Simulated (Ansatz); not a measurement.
An Ansatz (a first-principles code) run: Al2O3 with a change (biaxial strain −1.50 %, plane normal [001], relaxed out of plane); PBEsol (Ansatz, PAW, no SOC).

Input:

Ansatz 0.2 input:
```yaml
crystal:
  lattice:
    - [4.7021700846, 0, 0]
    - [2.3510850423, 4.0721987462, 0]
    - [2.3510850423, -1.3573995821, 4.37075664]
  atoms:
    - { symbol: Al, position: [0.7041568492, 0.6479215754, 0.9437647262] }
    - { symbol: Al, position: [0.7041568492, 0.1479215754, 0.4437647262] }
    - { symbol: Al, position: [0.2958431508, 0.3520784246, 0.0562352738] }
    - { symbol: Al, position: [0.2958431508, 0.8520784246, 0.5562352738] }
    - { symbol: O, position: [0.5, 0.4441385159, 0.25] }
    - { symbol: O, position: [0.8058614841, 0.75, 0.25] }
    - { symbol: O, position: [0.5, 0.5558614841, 0.75] }
    - { symbol: O, position: [0.8058614841, 0.9441385159, 0.75] }
    - { symbol: O, position: [0.1941385159, 0.25, 0.75] }
    - { symbol: O, position: [0.1941385159, 0.0558614841, 0.25] }
basis: { ecutwfc: 420, ecutrho_ratio: 4, xc_grid: 2, fft_grid_basis: typed }
kpoints: { mp_grid: { grid: [8, 8, 8] } }
hamiltonian:
  xc: pbesol
  dispersion: none
  pseudopotentials: { kind: paw }
scf: { occupations: { method: fermi_dirac, width: 0.05 } }
relax: { f_tol: 0.005, max_steps: 50, cell: { stress_tol: 0.01, fix: [a, b, gamma] } }
output: { forces: true, stress: true }
checkpoint: { write: state.ck, write_every: 1000 }
```

Output (explanatory and most iteration lines left out):

```
Relaxation: its limit of steps is 50 (relax.max_steps)
Pseudopotential: Al, paw, valence charge 3
Pseudopotential: O, paw, valence charge 6
Crystal: 10 atoms, lattice volume = 83.692 Å³
Basis set: ecut = 420 eV, 1617 PW (Γ), exchange–correlation on 64×64×72 points (8 copies of the dense FFT grid, shifted against one another)
Bands: 34, of which v1, the nominal top of the filled ones, is band 24 counted from 1 (23 counted from 0)
Symmetry: 12 space group operations
Space group: R-3c (ITA 167), of the structure as read, at distance tolerance 4.4e-5 Å
k-points: 65 of 512
Functional: x = pbesol(κ = 0.804, μ = 0.12345679012345678), c = pbesol(β = 0.046)
SCF iter   1: F=—  HF=-5478.825415 eV  |F-HF|=—  |Δ(HF+E_count)|=         —  Δρ=1.64e-2  dr2=1.69e-1  ethr=1.77e-3  ⟨swp⟩=7.6  Hψ=11903  notcnv=0  defer=26
SCF iter   2: F=—  HF=-5478.773482 eV  |F-HF|=—  |Δ(HF+E_count)|=   5.19e-2  Δρ=2.08e-3  dr2=1.67e-3  ethr=3.52e-4  ⟨swp⟩=2.5  Hψ=4321  notcnv=0  defer=255
SCF 1 converged in 6 iterations: F = -5478.773783 eV  dr2 = 1.04e-8
relax step   1: F+E_penalty+E_count = -5478.77378331 eV  Δ(F+E_penalty+E_count) = +0.000e0 eV  max|allowed force component| = 1.698e-1 eV/Å  Δτ_max = 0.0000 Å  P = +6.109 GPa  Ω = 83.692 Å³  fix = [a, b, gamma]  reactions: a +9.405, b +9.405 GPa  (6 SCF iters, dr2 threshold 1.00e-7 eV, accepted)
[... steps on the carried basis left out ...]
relax step   6: F+E_penalty+E_count = -5478.77842233 eV  Δ(F+E_penalty+E_count) = -6.793e-5 eV  max|allowed force component| = 2.380e-5 eV/Å  Δτ_max = 0.0001 Å  P = +5.938 GPa  Ω = 83.704 Å³  energy of the carried Pulay correction = -6.910e-5 eV  fix = [a, b, gamma]  reactions: a +8.907, b +8.907 GPa  (3 SCF iters, dr2 threshold 1.20e-8 eV, accepted)
Crystal: 10 atoms, lattice volume = 83.704 Å³
SCF iter   1: F=—  HF=-5478.778459 eV  |F-HF|=—  |Δ(HF+E_count)|=         —  Δρ=4.13e-6  dr2=8.97e-9  ethr=1.93e-8  ⟨swp⟩=3.5  Hψ=18311  notcnv=0
SCF iter   2: F=—  HF=-5478.778459 eV  |F-HF|=—  |Δ(HF+E_count)|=   3.76e-8  Δρ=2.49e-6  dr2=3.45e-9  ethr=1.87e-11  ⟨swp⟩=2.0  Hψ=3772  notcnv=0
SCF 7 converged in 5 iterations: F = -5478.778459 eV  dr2 = 2.98e-12
SCF converged after 5 iterations
Free energy (F): -5478.778459 eV
Internal energy: -5478.778459 eV  (E = F + TS)
E sigma→0 (E₀):  -5478.778459 eV
Fermi energy:    11.102006 eV
--- Forces (eV/Å), atoms counted from 1 ---
  atom   1  Al     0.00000000     0.00000000    -0.00001493
  atom   2  Al    -0.00000000     0.00000000    -0.00001493
  atom   3  Al    -0.00000000    -0.00000000     0.00001493
  atom   4  Al    -0.00000000    -0.00000000     0.00001493
  atom   5  O     -0.00001358    -0.00002352    -0.00000000
  atom   6  O      0.00002716     0.00000000     0.00000000
  atom   7  O      0.00001358     0.00002352     0.00000000
  atom   8  O      0.00001358    -0.00002352    -0.00000000
  atom   9  O     -0.00002716    -0.00000000     0.00000000
  atom  10  O     -0.00001358     0.00002352     0.00000000
--- Stress (GPa, compression-positive) ---
        8.908369      -0.000000       0.000000
       -0.000000       8.908369       0.000000
        0.000000       0.000000       0.007694
  P = ⅓ Tr σ = 5.9415 GPa (59.415 kbar)
--- Relaxed structure (6 steps of the walk, 6 accepted, 1 SCFs on fresh bases) ---
  cell:  # Å, volume = 83.7037 Å³
    - [4.702170084612226, 1.3339442548322993e-43, 4.38201427842939e-55]
    - [2.351085042306113, 4.072198746189411, 1.5528069662727643e-11]
    - [2.351085042306113, -1.3573995820798064, 4.371369364226958]
  atoms:
    - { symbol: Al, position: [0.7024726351989458, 0.6487636824005272, 0.9462910472015815] }
    - { symbol: Al, position: [0.7024726351989458, 0.14876368240052718, 0.4462910472015815] }
    - { symbol: Al, position: [0.2975273648010544, 0.35123631759947277, 0.053708952798418426] }
    - { symbol: Al, position: [0.29752736480105435, 0.8512363175994729, 0.5537089527984185] }
    - { symbol: O, position: [0.5, 0.4431827345764336, 0.25000000000000006] }
    - { symbol: O, position: [0.8068172654235666, 0.75, 0.24999999999999997] }
    - { symbol: O, position: [0.5, 0.5568172654235665, 0.7499999999999998] }
    - { symbol: O, position: [0.8068172654235661, 0.9431827345764336, 0.75] }
    - { symbol: O, position: [0.19318273457643365, 0.25000000000000006, 0.75] }
    - { symbol: O, position: [0.19318273457643367, 0.05681726542356643, 0.24999999999999997] }
```

Stability against distortions was not tested. The cell was made from Al2O3 in the corundum structure (space group R-3c, No. 167) by this change: biaxial strain −1.50 %, plane normal [001], relaxed out of plane.
